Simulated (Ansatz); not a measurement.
For Sn (model structure, P6/mmm, No. 191, 1 atom in the cell), PBE in Ansatz (PAW) gives:

equilibrium lattice constant a: 3.267 Å
lattice parameter c: 3.073 Å
cohesive energy: 3.13 eV/atom

Problem. What does r²SCAN in Ansatz (plane waves, PAW) give for the same quantities?

Solution. 
- lattice constant a: 3.235 Å (falls by 1.0 %)
- lattice parameter c: 3.041 Å (decreases by 1.0 %)
- cohesive energy: 3.13 eV/atom (is nearly the same)

Changes are worked out from the printed values.

Unless a cell is named, each level is at its own relaxed cell (PBE 28.40, r²SCAN 27.56 Å³/atom).

Levels without +SOC leave out spin–orbit coupling, which shifts energies and cells of such heavy elements.

Ansatz's density-functional and Hartree–Fock values are scalar-relativistic unless marked +SOC, with PAW data made under PBE.

A model structure was made by putting elements into a prototype or built by hand; it is no filed structure, need not be a known phase, and can be a saddle point held by its symmetry.

Ansatz is a first-principles code.
